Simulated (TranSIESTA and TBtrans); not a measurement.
Run with TranSIESTA and TBtrans (open boundaries, self-consistent; PseudoDojo norm-conserving potentials, scalar-relativistic): PAO.BasisSize DZP, PAO.EnergyShift 0.15 eV, XC.Authors PBE, Mesh.Cutoff 200 Ry, ElectronicTemperature 300 K, TS.Voltage 0.0 eV, TBT.Elecs.Eta 0.001 eV, no spin polarisation.

System: Si chain with one Pb atom in place of Si. Leads: straight Si chain, spacing 2.137 Å. Geometry: 3 atoms about the centre moved by SIESTA (PBE, DZP) to a largest force of 0.03 eV/Å, all others as built, motion along the axis alone.

Question: Give the largest eigenchannel transmissions at the Fermi level (four at most) and the total.

Answer: 0.97, 0.97, 0.48; total 2.42. The straight chain is held at its spacing; free chains may zigzag or dimerise. No spin-polarised start was tried, so a magnetic state, if there is one, is missed. Spin-orbit coupling, left out here, matters for the heavy atoms.
